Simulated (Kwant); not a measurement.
Device: six-terminal Hall bar in a ZnO two-dimensional gas. Effective mass 0.3 mₑ, grid spacing 12 nm, hard walls, nominal width 300 nm (25 grid rows, so walls 312 nm apart), one parabolic valley, scattering region 780 nm long along x; energies count from the band bottom; Fermi energy 0.000481 eV. Four side probes 150 nm wide, two on each edge; current runs along x; the sign of the Hall resistance is a convention. Perpendicular field swept from 0.10387 to 2.119 T, also in the leads; orbital effect alone.

The device is made up for the run: typed textbook-type constants, with dimensions and the other settings drawn at random.

Computed with Kwant: effective-mass tight-binding model on a square grid, one spin, coherent transport at 0 K. Resistances are in h/e².

### Question
How many Landau levels lie under the Fermi energy, and what Hall resistance follows, at 0.481 meV and 0.548 T; 0.481 meV and 1.23 T; 0.481 meV and 1.40 T; 0.481 meV and 1.74 T?

### Answer
ħωc = ħeB/m = 0.386 meV a tesla; levels lie at (n + ½)ħωc. E/ħωc = 2.28 gives 2 levels and h/(2e²) = 0.500; simulated 0.500. E/ħωc = 1.01 gives 1 level and h/(1e²) = 1.000; simulated 1.000. E/ħωc = 0.89 gives 1 level and h/(1e²) = 1.000; simulated 1.000. E/ħωc = 0.72 gives 1 level and h/(1e²) = 1.000; simulated 1.000.
